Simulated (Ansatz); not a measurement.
```
Lu
1.0
    3.44232     0.00000     0.00000
   -1.72116     2.98114     0.00000
    0.00000     0.00000     5.34310
Lu
2
Direct
  0.33333   0.66667   0.25000
  0.66667   0.33333   0.75000
```

Lu (P6_3/mmc), PBEsol, DFPT electron-phonon coupling, linearised Boltzmann equation (plane waves, PAW, scalar-relativistic; Ansatz, a first-principles code): the phonon-limited resistivity at 300 K is 52.7 μΩ·cm (x, the basal plane), 52.7 μΩ·cm (y, the basal plane), 24.2 μΩ·cm (z, c). Third figures are kept for the arithmetic.

Task: Bound the resistivity of a random, dense polycrystal without boundary scattering, and give the anisotropy.

Result: Largest over smallest: 2.2. Upper bound, grains in series: (52.7 + 52.7 + 24.2)/3 = 43 μΩ·cm. Lower bound, grains side by side: 3/Σ(1/ρ) = 38 μΩ·cm. The best single-crystal direction lies 36 % under the lower bound.

Task: The current-weighted mean free path is 2.85 nm along x and 2.61 nm along z. How does ρ₀ℓ differ between these directions?

Result: x: 52.7 × 2.85 = 15.0×10⁻¹⁶ Ω·m²; z: 24.2 × 2.61 = 6.3×10⁻¹⁶ Ω·m², a ratio of 2.4. The size effect in a wire also hangs on the velocities towards its walls, so the isotropic formulas don't carry over to this crystal.

A metal at this level (no band gap). Only scattering by harmonic phonons is included (no impurities, grain boundaries, electron-electron scattering or thermal expansion). Spin-orbit coupling is left out, which matters with elements this heavy. The run warned that the eigensolver left some states short of its tolerance. Halving the electron mesh (28x28x16) moves the resistivity by up to 5 % at 300 K, the mean free path by up to 4 %. Smearing 0.20 eV; phonons on a 5x5x3 q mesh, which this run doesn't test.
